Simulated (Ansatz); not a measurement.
CdS under load (space group P6_3mc): band-edge transport data

Given:

```
CdS
1.0
    4.10800     0.00000     0.00000
   -2.05400     3.55763     0.00000
    0.00000     0.00000     6.79006
Cd S
2 2
Cartesian
  0.00000   2.37175   0.00685
  2.05400   1.18588   3.40188
  0.00000   2.37175   2.53943
  2.05400   1.18588   5.93445
```

The numbers are results of PBE with spin-orbit coupling, rigid bands (plane waves, PAW; Ansatz, a program for electronic structure), not measurements. Condition of this run: uniaxial stress along c of -0.8 GPa (compression positive) (the target of the relaxation). How the cell was made: cell and atoms relaxed with PBEsol, then loaded as said.

| Quantity | Value |
|---|---|
| band gap | 1.18 eV |
| electron conductivity mass (300 K, dilute) | 0.150 (x), 0.150 (y), 0.135 (z) mₑ |
| hole conductivity mass (300 K, dilute) | 1.10 (x), 1.10 (y), 1.65 (z) mₑ |
| effective density of states N_c (300 K) | 1.3e18 cm⁻³ |
| effective density of states N_v (300 K) | 3.9e19 cm⁻³ |
| density-of-states mass, electrons | 0.142 mₑ |
| density-of-states mass, holes | 1.35 mₑ |
| Seebeck coefficient, n-type 1e19 cm⁻³, 300 K | -88 μV/K |
| best n-type power factor at 300 K for τ = 10 fs (best axis; densities from 1e16 to 1e21 cm⁻³ tried, whether or not they can be reached) | 1.54 μW/(cm·K²) at 3e18 cm⁻³ |
| Seebeck coefficient, p-type 1e19 cm⁻³, 300 K | 371 μV/K |

Rigid bands; masses and Seebeck coefficients take one relaxation time τ for all states and one kind of carrier; polarons and phonon drag are left out. Geometry: cell and atoms relaxed with PBEsol.
